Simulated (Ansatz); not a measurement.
The starting structures come from a database of crystals and need not be the phases stable at ambient conditions.

## Evanescent states of Zr₃Ni₃Sb₄ (I-43d, not sure to be the ambient phase, 20 atoms a cell, 18.8 Å³ an atom) along the normal of (001)

Level of theory: r2SCAN (plane waves, PAW; Ansatz, a first-principles code).

The gap is the functional's own, uncorrected, and κ follows it; spin-orbit coupling is left out. Mid-gap values are interpolated between the computed energies.

Energies count from the valence-band top; κ is the least over a 4×4 mesh across the current.

```tsv
E (eV)	κ (1/Å)	where
0.03	0.034	Γ
0.07	0.081	Γ
0.12	0.105	Γ
0.17	0.123	Γ
0.23	0.136	Γ
0.28	0.144	Γ
0.33	0.134	Γ
0.38	0.121	Γ
0.42	0.106	Γ
0.47	0.087	Γ
0.53	0.060	Γ
```

Question: How thick must the barrier be to attenuate the transmission by 10^6 when the electrodes' Fermi level lies at 0.33 eV, and what attenuation does that film give at 0.17 eV?

Answer: d = 6 ln 10 / (2 × 0.134) = 51.6 Å. At 0.17 eV it gives 6 × 0.123/0.134 = 5.5 decades.
